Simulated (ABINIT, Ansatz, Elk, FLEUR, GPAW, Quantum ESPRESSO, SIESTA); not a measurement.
## FeGe (P2_13, 8 atoms in the cell) computed with different codes at matched settings

Self-consistent single point, at a second geometry (lattice scaled by 0.98). First geometry:

```yaml
crystal:
  lattice:
    - [4.71581, 0.00000, 0.00000]
    - [0.00000, 4.71581, 0.00000]
    - [0.00000, 0.00000, 4.71581]
  atoms:
    - { symbol: Fe, position: [0.13476, 0.13476, 0.13476], spin: 4.0 }
    - { symbol: Fe, position: [0.36524, 0.86524, 0.63476], spin: 4.0 }
    - { symbol: Fe, position: [0.63476, 0.36524, 0.86524], spin: 4.0 }
    - { symbol: Fe, position: [0.86524, 0.63476, 0.36524], spin: 4.0 }
    - { symbol: Ge, position: [0.84497, 0.84497, 0.84497] }
    - { symbol: Ge, position: [0.65503, 0.15503, 0.34497] }
    - { symbol: Ge, position: [0.34497, 0.65503, 0.15503] }
    - { symbol: Ge, position: [0.15503, 0.34497, 0.65503] }
```
(The spins are starting values, not results.)

Shared settings, as Ansatz (a first-principles code) writes them: kpoints.mp_grid.grid = 3 3 3; scf.occupations.method = gaussian; scf.occupations.width = 0.272 eV. Potentials and cutoffs stand in the table.

| code | model | ΔF from the first geometry (meV/atom) | pressure (GPa) | largest force (eV/Å) | size of the net moment (μB/atom) | cutoff |
|---|---|---|---|---|---|---|
| SIESTA | GGA PBE, numerical atomic orbitals DZP, PseudoDojo PBE standard norm-conserving potentials (rewritten from UPF to PSML) | 18.4 | 8.43 | 0.515 | 0.57 | grid 300 Ry |
| FLEUR | PBE, all-electron FLAPW (FLEUR), scalar-relativistic valence | – | – | – | 0.51 | Kmax 3.9 1/bohr |
| Ansatz | PBE, PAW files | -0.7 | 4.95 | 0.372 | 0.51 | default |
| GPAW | PBE, GPAW PAW datasets PBE (gpaw-data 1.0.1) | 4.5 | 6.06 | 0.371 | 0.51 | 800 eV |
| ABINIT | PBE, norm-conserving pseudopotentials (PseudoDojo nc-sr-05 PBE standard) | 3.9 | 5.84 | 0.351 | 0.55 | 1225 eV |
| Quantum ESPRESSO | PBE, PSlibrary ultrasoft (PBE) pseudopotentials | 6.7 | 6.79 | 0.380 | 0.51 | 55 Ry |
| Elk | PBE, all-electron FP-LAPW, Elk's shipped species files, APW+lo basis with extra local orbitals | – | – | – | 0.00 | rgkmax 8 |

Size of the force on each atom (eV/Å): Sizes of forces hide their directions.

```csv
code,Fe1,Fe2,Fe3,Fe4,Ge5,Ge6,Ge7,Ge8
SIESTA,0.368,0.368,0.368,0.368,0.515,0.515,0.515,0.515
Ansatz,0.171,0.171,0.171,0.171,0.372,0.372,0.372,0.372
GPAW,0.213,0.213,0.213,0.213,0.371,0.371,0.371,0.371
ABINIT,0.186,0.186,0.186,0.186,0.351,0.351,0.351,0.351
Quantum ESPRESSO,0.246,0.246,0.246,0.246,0.380,0.380,0.380,0.380
```

A dash marks a value that a program does not give, or that is left out as unsure.

The net moments differ, which can mean other magnetic states; other values may part for that reason too.

On Ansatz's run: the magnetic order is the one reached from the typed start; others were not searched systematically.

The spread over the programs that give each value: ΔF from the first geometry within 19.1 meV/atom; pressure within 3.48 GPa; largest force within 0.164 eV/Å; size of the net moment within 0.57 μB/atom.

SIESTA uses small atom-centred bases, whose incompleteness enters pressures, forces and empty levels differently from a plane-wave cutoff. FLEUR and Elk treat all electrons, but the usual bases taken here (sphere radii, linearisation, local orbitals, empty states) were not tested for convergence, so the values are no reference for the others. Ansatz's pressure is given at a fixed set of plane waves, as the other plane-wave codes print theirs; with its correction for the finite basis it is 5.11 GPa. In the pressure, SIESTA (by 2.48) lies more than 1 GPa from the median of the plane-wave programs. In the force vectors, SIESTA (by 0.168) lies more than 0.08 eV/Å from the median of the plane-wave programs.

The shared mesh is coarse (it stands for a supercell whose shortest vector is 14 Å), so the values are not converged in it.

The starting cell comes from a database of computed structures (which also holds hypothetical and non-ambient phases and stackings), without a prior relaxation at this level. For this run, on top of that: lattice scaled by 0.98.

Keys are those of Ansatz 0.2.
